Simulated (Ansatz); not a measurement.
**InAs, response to strain**

Start from InAs in the zinc blende structure (space group F-43m, No. 216; a = 6.1093 Å). Axes: x, y, z lie along the cube axes.

Strains are applied to the cell and any free atomic positions relax; under biaxial strain the out-of-plane vector relaxes too; under stress the whole cell relaxes.

Computed with r2SCAN (Ansatz, an electronic-structure program; PAW; 500 eV plane waves; no spin-orbit coupling).

Notes on the quantities. energy relative to the base: free energy F.

```csv
change,space group,energy relative to the base,volume per atom,band gap
base,F-43m (No. 216),0 meV/atom,28.50 Å³,0.08 eV
"biaxial strain −0.20 %, plane normal [110], relaxed out of plane",Imm2 (No. 44),+0.1 meV/atom,28.43 Å³,0.09 eV
isotropic strain +1.74 %,F-43m (No. 216),+13 meV/atom,30.02 Å³,zero
isotropic strain +2.79 %,F-43m (No. 216),+32 meV/atom,30.96 Å³,zero
isotropic strain +4.47 %,F-43m (No. 216),+78 meV/atom,32.50 Å³,zero
uniaxial strain ε_xx = +4.41 %,I-4m2 (No. 119),?,29.76 Å³,zero
uniaxial strain ε_yy = −3.42 %,I-4m2 (No. 119),+8.8 meV/atom,27.53 Å³,0.16 eV
"uniaxial stress, 8 GPa tension along z",I-4m2 (No. 119),+85 meV/atom,29.85 Å³,zero
tensor shear ε_xz = −0.19 %,Imm2 (No. 44),0.0 meV/atom,28.50 Å³,0.07 eV
tensor shear ε_xz = +2.76 %,Imm2 (No. 44),+10 meV/atom,28.48 Å³,zero
```

Question: Some entries are withheld; estimate them.

Answer: 
- uniaxial strain ε_xx = +4.41 %, energy relative to the base: +14 meV/atom

The mesh was chosen for an insulator and is coarse for the gapless case. Stability under load was not tested beyond the relaxation. All final runs are without spin polarisation. Gaps under 0.05 eV, about the width of the smearing, are given as zero. A zero or small gap of InAs can be the functional's error rather than a property of the material.
